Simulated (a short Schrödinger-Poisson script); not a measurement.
Solved with a short Schrödinger-Poisson script written for these runs: 1D Poisson equation in equilibrium, electrons quantum, Hartree (BenDaniel-Duke, 12 states a valley, the channel's in-plane mass for all, wave functions free to enter the dielectric), parabolic valleys, classical holes, full ionisation, no traps, pinning or gate leakage.

Structure: symmetric double-gate stack, SiO2 on p-type Ge(100), at 300 K.

From the gate side: 3.6 nm SiO2; 5 nm Ge, acceptors 8e17 cm⁻³; 3.6 nm SiO2.

Constants are typed, rounded textbook-type inputs, not results; the design itself was drawn at random and stands for no fabricated device. SiO2: permittivity 3.9, conduction-band edge (eV) 3.1, gap (eV) 9, electron mass (mₑ) 0.5. Ge: permittivity 16, conduction-band edge (eV) 0, gap (eV) 0.664, Nv at 300 K (cm⁻³) 6e18.

Channel valleys (confinement mass, in-plane density-of-states mass, number): L4 0.12, 0.295, 4. At the gates, both at one voltage, the conduction-band edge of layer 1 lies 3.33 eV − eVg above the Fermi level of the channel. Gaps are held at their typed values at every temperature. Mesh 0.03 nm at interfaces.

Give the capacitance of both gates at Vg = 2.4 V (μF/cm²); the sheet density of all electrons at Vg = 2.4 V (cm⁻²); the lowest subband against the Fermi level at Vg = 2.4 V (meV).

capacitance of both gates at Vg = 2.4 V (μF/cm²): 1.74; sheet density of all electrons at Vg = 2.4 V (cm⁻²): 2.24e13; lowest subband against the Fermi level at Vg = 2.4 V (meV): -40.5. Only the L valleys are kept; under strong confinement the Δ valleys of Ge fill too.
